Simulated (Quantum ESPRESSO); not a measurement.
Quantum ESPRESSO run on Mg3Ti2O7 (Cmc2_1, 24 atoms in the cell): self-consistent single point.

Method of the run: PBEsol, GBRV 1.5 ultrasoft (PBESOL) pseudopotentials (plane waves; Quantum ESPRESSO).

```yaml
crystal:
  lattice:
    - [8.94485, 2.59962, 0.00000]
    - [-8.94485, 2.59962, 0.00000]
    - [0.00000, 0.00000, 5.36286]
  atoms:
    - { symbol: Mg, position: [0.25366, 0.25366, 0.29563] }
    - { symbol: Mg, position: [0.74634, 0.74634, 0.79563] }
    - { symbol: Mg, position: [0.03554, 0.42390, 0.18504] }
    - { symbol: Mg, position: [0.96446, 0.57610, 0.68504] }
    - { symbol: Mg, position: [0.42390, 0.03554, 0.18504] }
    - { symbol: Mg, position: [0.57610, 0.96446, 0.68504] }
    - { symbol: Ti, position: [0.85806, 0.64704, 0.23581] }
    - { symbol: Ti, position: [0.14194, 0.35296, 0.73581] }
    - { symbol: Ti, position: [0.64704, 0.85806, 0.23581] }
    - { symbol: Ti, position: [0.35296, 0.14194, 0.73581] }
    - { symbol: O, position: [0.65316, 0.06602, 0.30737] }
    - { symbol: O, position: [0.34684, 0.93398, 0.80737] }
    - { symbol: O, position: [0.06602, 0.65316, 0.30737] }
    - { symbol: O, position: [0.93398, 0.34684, 0.80737] }
    - { symbol: O, position: [0.44047, 0.69957, 0.94109] }
    - { symbol: O, position: [0.55953, 0.30043, 0.44109] }
    - { symbol: O, position: [0.69957, 0.44047, 0.94109] }
    - { symbol: O, position: [0.30043, 0.55953, 0.44109] }
    - { symbol: O, position: [0.99326, 0.15348, 0.07628] }
    - { symbol: O, position: [0.00674, 0.84652, 0.57628] }
    - { symbol: O, position: [0.15348, 0.99326, 0.07628] }
    - { symbol: O, position: [0.84652, 0.00674, 0.57628] }
    - { symbol: O, position: [0.63325, 0.63325, 0.19320] }
    - { symbol: O, position: [0.36675, 0.36675, 0.69320] }
```

Reference input (self-consistent single point, DFT, PBEsol, plane waves, GBRV 1.5 ultrasoft (PBESOL) pseudopotentials): ecutwfc = 50 Ry; ecutrho = 400 Ry; occupations = fixed; K_POINTS = automatic 3 3 3 0 0 0; nbnd = 104; conv_thr = 1e-10 Ry; mixing_beta = 0.4. This run's input differs from it in these lines:

```diff
@@ -15,4 +15,4 @@
    ntyp = 3
-   ecutwfc = 50
-   ecutrho = 400
+   ecutwfc = 30
+   ecutrho = 240
    occupations = 'fixed'
```

The program printed (abridged):

```
     Self-consistent Calculation

     iteration #  1     ecut=    30.00 Ry     beta= 0.40

     negative rho (up, down):  6.257E-03 0.000E+00

     total energy              =   -1680.52392335 Ry
     estimated scf accuracy    <       4.28050095 Ry

     iteration #  2     ecut=    30.00 Ry     beta= 0.40

     negative rho (up, down):  5.375E-03 0.000E+00

     total energy              =   -1681.19050991 Ry
     estimated scf accuracy    <       1.22417892 Ry

     iteration #  3     ecut=    30.00 Ry     beta= 0.40

     negative rho (up, down):  5.398E-03 0.000E+00

     total energy              =   -1681.38504412 Ry
     estimated scf accuracy    <       0.14552413 Ry

   [... 11 blocks of this kind left out ...]

     iteration # 15     ecut=    30.00 Ry     beta= 0.40

     negative rho (up, down):  5.216E-03 0.000E+00

     total energy              =   -1681.39221915 Ry
     estimated scf accuracy    <          4.3E-09 Ry

     iteration # 16     ecut=    30.00 Ry     beta= 0.40

     negative rho (up, down):  5.216E-03 0.000E+00
     End of self-consistent calculation

     highest occupied, lowest unoccupied level (ev):     7.5490   10.4407

!    total energy              =   -1681.39221916 Ry
     estimated scf accuracy    <          3.1E-11 Ry

     convergence has been achieved in  16 iterations

     negative rho (up, down):  5.216E-03 0.000E+00

     Forces acting on atoms (cartesian axes, Ry/au):

     atom    1 type  1   force =     0.00000000    0.00146131    0.00026399
     atom    2 type  1   force =     0.00000000   -0.00146131    0.00026399
     atom    3 type  1   force =     0.00105627    0.00086649   -0.00109747
     atom    4 type  1   force =    -0.00105627   -0.00086649   -0.00109747
     atom    5 type  1   force =    -0.00105627    0.00086649   -0.00109747
     atom    6 type  1   force =     0.00105627   -0.00086649   -0.00109747
   [... lines left out ...]
     Total force =     0.025133     Total SCF correction =     0.000010
   [... lines left out ...]

     negative rho (up, down):  5.216E-03 0.000E+00
          total   stress  (Ry/bohr**3)                   (kbar)     P=     -184.59
  -0.00125344   0.00000000   0.00000000         -184.39        0.00        0.00
  -0.00000000  -0.00126104   0.00000000           -0.00     -185.51        0.00
   0.00000000   0.00000000  -0.00124998            0.00        0.00     -183.88

   JOB DONE.
```

The run converged in 16 iterations. Against the reference run the free energy goes up by 106 meV/atom, the pressure goes from -5.49 to -18.46 GPa, the largest force goes from 0.213 to 0.204 eV/Å and the gap on the mesh moves little (2.885 to 2.892 eV).

The starting cell comes from a database of computed structures (which also holds hypothetical and non-ambient phases and stackings), without a prior relaxation at this level. At the lowered cutoff the pressure carries the error of an incomplete plane-wave basis.

Cost on one core of a shared machine: roughly 5 min.
